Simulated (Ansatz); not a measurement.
The structure below was relaxed with PBE-D3(BJ)/PAW in Ansatz (a quantum-chemistry and plane-wave program), scalar-relativistic without spin-orbit coupling, at pressure 30 GPa.

```
CELL_PARAMETERS angstrom
      3.44983     0.00000     0.00000
     -1.72492     2.98764     0.00000
      0.00000     0.00000     3.96730
ATOMIC_POSITIONS crystal
  Pt 0.00000 0.00000 0.00000
  S  0.66667 0.33333 0.29840
  S  0.33333 0.66667 0.70160
```

Task: Find the space group and the Wyckoff positions.

Result: Space group P-3m1 (No. 164); a = b = 3.450 Å, c = 3.967 Å, α = β = 90.00°, γ = 120.00°

```tsv
atom	site	symmetry	x	y	z
Pt	1a	-3m.	0.0000	0.0000	0.0000
S	2d	3m.	0.6667	0.3333	0.2984
```

Load acts through the strain it causes; cell and atoms are relaxed under it. Whether these cells are dynamically stable was not tested. No other phases were tried under pressure. All final runs are without spin polarisation. The cell was made from PtS₂ in the CdI2 type structure (space group P-3m1, No. 164; layered, stacked along the Cartesian z axis) by this change: pressure 30 GPa.
